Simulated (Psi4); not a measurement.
Psi4 1.11, WB97X/def2-svpd: Ta(S)(F)2(Cl) ([F][Ta]([F])(=[S])[Cl]), 5 atoms. The geometry is a generated start, not checked to be a minimum at this level.

```json
{
 "task": "energy",
 "method": "wb97x",
 "basis": "def2-svpd",
 "memory": "3 GB",
 "maxiter": "100",
 "keys_of_the_molecule_block": "symmetry c1",
 "scf_type": "df (default)",
 "guess": "auto, which took SAD (default)",
 "scf_initial_accelerator": "adiis (default)",
 "e_convergence": "1e-06 (default)",
 "d_convergence": "1e-06 (default)",
 "dft_radial_points": "75 (default)",
 "dft_spherical_points": "302 (default)",
 "effective_core_potentials": "those of the basis set, past Kr",
 "basis_functions": "135",
 "grid_points": "108521"
}
```

```xyz
5

Ta     0.0289    -0.2610     0.1246
S      1.0956     0.5455    -1.6751
F      1.3375    -0.2519     1.4034
F     -1.1553    -1.4388    -0.6300
Cl    -1.3068     1.4062     0.7771
```

Charge 0 and multiplicity 1 are set for this test and not shown to be the ground state.

One run each on 2 threads. Values of diis_max_vecs tried: 3, 6, 10 (default), 20.

Predict the course of the SCF iterations along this series.

Fewest SCF iterations, within one of each other: 6 with 12, 10 (default) with 12, 20 with 12. The count rises to 18 at 3. All converge to one solution.

```tsv
diis_max_vecs	SCF iterations	end
3	18	same solution
6	12	same solution
10 (default)	12	same solution
20	12	same solution
```
